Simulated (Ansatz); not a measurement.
Start from MgO in the rock salt structure (space group Fm-3m, No. 225; a = 4.159 Å).

Method: LDA, PAW, 420 eV (Ansatz, a quantum-chemistry and plane-wave program; spin-orbit coupling left out).

For the base:

The pressure is -0.01 GPa.

One thing is altered: every lattice vector is shortened by 1.50 %; the atoms relax in the strained cell.

Question: Predict the new pressure.

Answer: The pressure goes up by 8.59 GPa (-0.01 GPa → 8.58 GPa).

Question: How does this affect the mean gap deformation potential ΔEg/Δln V?

Answer: The mean gap deformation potential ΔEg/Δln V is -10.5 eV.

Question: Estimate the effect on the energy relative to the base.

Answer: The energy grows by 10 meV/atom.

Semilocal Kohn–Sham gaps tend to fall short of experiment. No phonon test of stability was made.
